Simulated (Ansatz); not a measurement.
Base system: PtTe₂ (space group P-3m1, No. 164; a = 4.0526 Å, c = 5.0969 Å; layered; relaxed with 0.1 eV smearing). Axes: x lies along a and z along c of the hexagonal cell.

Level of theory: Kohn–Sham DFT with the PBE-D3(BJ) functional, run in Ansatz (a program for electronic structure) with PAW and 420 eV plane waves, scalar-relativistic without spin-orbit coupling.

Strains are applied to the cell and any free atomic positions relax.

One change was made to it. Results:

```tsv
quantity	base	after
energy relative to the base (free energy F)	0 meV/atom	+4.0 meV/atom
shortest interatomic distance	270.7 pm	269.9 pm
```

Problem. Name the change that was made.
(A) uniaxial strain ε_zz = −1.50 %
(B) uniaxial strain ε_zz = −2.50 %
(C) uniaxial strain ε_zz = +2.00 %
(D) uniaxial strain ε_zz = +1.00 %

Solution. B, uniaxial strain ε_zz = −2.50 %. For comparison, the energy relative to the base in the other runs: uniaxial strain ε_zz = +1.00 % gives +0.6 meV/atom; uniaxial strain ε_zz = −1.50 % gives +1.4 meV/atom; uniaxial strain ε_zz = +2.00 % gives +2.2 meV/atom.

Stability against distortions was not tested. All final runs are without spin polarisation.
